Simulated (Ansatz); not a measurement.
AlCl₃ (C2/m, No. 12), treated with PBE0 in Ansatz (plane waves, PAW).

Numerical settings: plane-wave cutoff 460 eV, 6×6×4 k mesh (along the axes of the cell as run), Fermi–Dirac smearing 0.01 eV, scalar-relativistic PAW data made under PBE.

Cell (measured lattice):

```cif
data_Al4Cl12
_chemical_formula_sum 'Al4 Cl12'
_space_group_name_H-M_alt 'C2/m'
_space_group_IT_number 12
_space_group_name_Hall '-C 2y'
_cell_length_a 5.91400
_cell_length_b 10.23400
_cell_length_c 6.14800
_cell_angle_alpha 90.000
_cell_angle_beta 108.250
_cell_angle_gamma 90.000
loop_
_atom_site_label
_atom_site_type_symbol
_atom_site_symmetry_multiplicity
_atom_site_Wyckoff_symbol
_atom_site_fract_x
_atom_site_fract_y
_atom_site_fract_z
_atom_site_occupancy
Al1 Al 4 g 0.00000 0.16620 0.00000 1
Cl1 Cl 4 i 0.21470 0.00000 0.22630 1
Cl2 Cl 8 j 0.25180 0.32131 0.22480 1
```
(The calculation used a cell of 8 atoms; values per cell refer to that cell.)

Problem. Estimate the band gap, smallest direct gap on the k points sampled and direct gap at Γ that the calculation returns.

Solution. 
* **band gap**: 7.45 eV (on the SCF k mesh) (indirect)
* **smallest direct gap on the k points sampled**: 7.53 eV
* **direct gap at Γ**: 7.87 eV

Note: cell and atoms aren't relaxed at this level (pressure 1.4 GPa).

It cost very roughly 10 core-minutes of CPU time.

Ansatz is a first-principles code.
